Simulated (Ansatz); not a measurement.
The parent structure is Nb3Ir in the A15 (Cr3Si type) structure (space group Pm-3n, No. 223).

```
CELL_PARAMETERS angstrom
      5.11151     0.00000     0.00000
      0.00000     5.11151     0.00000
      0.00000     0.00000     5.11151
ATOMIC_POSITIONS crystal
  Nb 0.50000 0.25000 0.00000
  Nb 0.50000 0.75000 0.00000
  Nb 0.25000 0.00000 0.50000
  Nb 0.75000 0.00000 0.50000
  Nb 0.00000 0.50000 0.25000
  Nb 0.00000 0.50000 0.75000
  Ir 0.50000 0.50000 0.50000
  Ir 0.00000 0.00000 0.00000
```

Calculations: PBEsol in Ansatz (plane waves to 420 eV, PAW, spin-orbit coupling left out).

One change was made to it. Results:

```tsv
quantity	base	after
density	11.71 g/cm³	11.95 g/cm³
shortest interatomic distance	2.556 Å	2.539 Å
```

**Question.** What was done to the base?
A) pressure 0.3 GPa
B) pressure 5 GPa
C) pressure 1.5 GPa
D) pressure 0.7 GPa

**Answer.** B, pressure 5 GPa. For comparison, the density in the other runs: pressure 1.5 GPa gives 11.78 g/cm³; pressure 0.7 GPa gives 11.75 g/cm³; pressure 0.3 GPa gives 11.73 g/cm³.

Load acts through the strain it causes; cell and atoms are relaxed under it. Stability against distortions was not tested. No other phases were tried under pressure. The final runs are not spin-polarised.

Ansatz is a first-principles code.
